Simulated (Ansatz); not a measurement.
Consider Pt in the fcc (Cu type) structure (space group Fm-3m, No. 225; a = 3.940 Å).

The other end (x = 1) is Ir in the fcc (Cu type) structure (space group Fm-3m, No. 225): 14.20 Å³/atom, gap zero.

Method: r2SCAN (Ansatz, a program for electronic structure), spin-orbit coupling left out.

Ir replaces a fraction x of Pt; each row is one arrangement (x, atoms in the cell, starting space group or random), fully relaxed.

One change was made to it. Results:

The mixing energy comes out as +0.07 eV/atom (to 0.01 eV only: unlike meshes or grids); the volume per atom drops by 0.55 Å³ to 14.74 Å³; the band gap remains zero.

Problem. Which of these changes matches the shifts?
(A) x(Ir) = 0.333, 3 atoms, I4/mmm
(B) x(Ir) = 0.333, 3 atoms, Immm
(C) x(Ir) = 0.5, 4 atoms, C2/m
(D) x(Ir) = 0.25, 4 atoms, Pm-3m

Solution. C, x(Ir) = 0.5, 4 atoms, C2/m. For comparison, the volume per atom in the other runs: x(Ir) = 0.25, 4 atoms, Pm-3m gives 15.01 Å³; x(Ir) = 0.333, 3 atoms, I4/mmm gives 14.94 Å³; x(Ir) = 0.333, 3 atoms, Immm gives 14.92 Å³.

Each cell is one ordered arrangement of few atoms, which overstates ordering effects compared with a random alloy. Stability against distortions was not tested. The final runs are not spin-polarised. An odd electron count without spin: IrPt3 and IrPt2. IrPt2 has a high density of states at the Fermi level and may be magnetic at this level.
